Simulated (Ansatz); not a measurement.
## Ti2AlC (space group P6_3/mmc, No. 194; a cell from a computed database, its experimental status unchecked)

```cif
data_C2Al2Ti4
_chemical_formula_sum 'Ti4 Al2 C2'
_space_group_name_H-M_alt 'P 1'
_space_group_IT_number 1
_cell_length_a 3.03742
_cell_length_b 3.03742
_cell_length_c 13.63771
_cell_angle_alpha 90.000
_cell_angle_beta 90.000
_cell_angle_gamma 120.000
loop_
_space_group_symop_operation_xyz
  'x, y, z'
loop_
_atom_site_label
_atom_site_type_symbol
_atom_site_fract_x
_atom_site_fract_y
_atom_site_fract_z
_atom_site_occupancy
Ti1 Ti 0.33333 0.66667 0.08332 1
Ti2 Ti 0.66667 0.33333 0.91668 1
Ti3 Ti 0.66667 0.33333 0.58332 1
Ti4 Ti 0.33333 0.66667 0.41668 1
Al1 Al 0.33333 0.66667 0.75000 1
Al2 Al 0.66667 0.33333 0.25000 1
C1 C 0.00000 0.00000 0.00000 1
C2 C 0.00000 0.00000 0.50000 1
```

Level of theory: PBEsol, PAW, 420 eV (Ansatz, a first-principles code; without spin-orbit coupling). k-mesh 18×18×4 (Γ-centred); smearing 0.05 eV (Fermi–Dirac).

| Quantity | Value |
|---|---|
| Volume per atom | 13.62 Å³ |
| Density | 4.11 g/cm³ |
| Band gap | zero |
| Total energy | -1430.519 eV/atom (σ→0; compares only within this code and set-up) |

Stability against distortions was not tested. The final runs are not spin-polarised.
